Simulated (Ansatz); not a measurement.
Functionals compared on NH2 on the 1x1 (110) surface of bcc Mo, one in a 2x2 cell, started at the site 'hollow Mo-Mo-Mo', in Ansatz (plane waves, PAW). The structure was relaxed with PBE; the other rows are single points on it, each with its references at the same level. Cutoff 420 eV (500 eV for r2SCAN).

Slab: 19 atoms, 6.5 Å thick at the start under the adsorbate (thin: gaps and levels are the slab's own); k 6x6x1, smearing 0.1 eV, dipole-corrected; 8 atoms held, the rest relaxed; no symmetry held; no spin, no spin-orbit, no U, no dispersion correction. At the end it is bonded to 2 Mo. In PBE it is, or lies within 0.03 eV of, the lowest of the starts that converged. These notes are the PBE run's. Adsorption energies are against NH3(g) − ½ H2(g). A negative adsorption energy means that the adsorbate is more stable on the surface than in its reference.

```
functional  adsorption energy (eV)  work function of the top face (eV)  change of the work function (eV)  rough cost of the single point
----------  ----------------------  ----------------------------------  --------------------------------  ------------------------------
PBE                          -0.97                                3.41                             -1.18                               –
RPBE                         -0.74                                3.29                             -1.15     very roughly 5 core-minutes
r2SCAN                         [?]                                 [?]                               [?]   around 9 core-minutes (rough)
```

Task: Complete the blanks.

Result: 
- r2SCAN, adsorption energy (eV): -1.14
- r2SCAN, work function of the top face (eV): 3.40
- r2SCAN, change of the work function (eV): -1.23

Ansatz is a quantum-chemistry and plane-wave program.
